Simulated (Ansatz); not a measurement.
Defect: O vacancy in monoclinic HfO2, neutral cell. The step: one O atom jumps into the vacancy from a nearby O site; the atom moves 2.46 Å along (-0.47, -0.09, -0.17) of the unit cell; from a vacant O site with 3 nearest neighbours to a vacant O site with 4 nearest neighbours; the moving atom starts with neighbours Hf at 2.14, Hf at 2.18, Hf at 2.19, Hf at 2.31; O at 2.57, O at 2.66, O at 2.69, O at 2.73 Å and ends with Hf at 2.03, Hf at 2.08, Hf at 2.14; O at 2.58 Å. DFT values are from Ansatz (plane-wave PAW, 420 eV unless said) in a cell of 96 host sites, spin-restricted, static, with no finite-size correction. The charge state is imposed; whether it is stable for some Fermi level was not computed. Forms of the defect that were not tried may lie lower. The start lies 0.14 eV above the lowest site run (PBE). For the PBE band: the program found a first-order saddle point.

```json
[
 {"Level": "CHGNet universal potential (has no charge state), its own band", "Forward barrier (eV)": "0.52", "Cost of the band or of the saddle's single point": "-"},
 {"Level": "PBE, the Γ point alone, band relaxed", "Forward barrier (eV)": "2.18", "Cost of the band or of the saddle's single point": "roughly 70 core-minutes"},
 {"Level": "PBE, a 2×2×2 k-point mesh shifted by half a step, same geometries", "Forward barrier (eV)": "2.25", "Cost of the band or of the saddle's single point": "very roughly 9 core-minutes"},
 {"Level": "r2SCAN at 500 eV, the Γ point alone, same geometries", "Forward barrier (eV)": "___", "Cost of the band or of the saddle's single point": "around 2.0 core-minutes (rough)"}
]
```

**Question.** What belongs in the gaps?

**Answer.** 
- r2SCAN at 500 eV, the Γ point alone, same geometries, Forward barrier (eV): 2.40

Ansatz is a first-principles code.
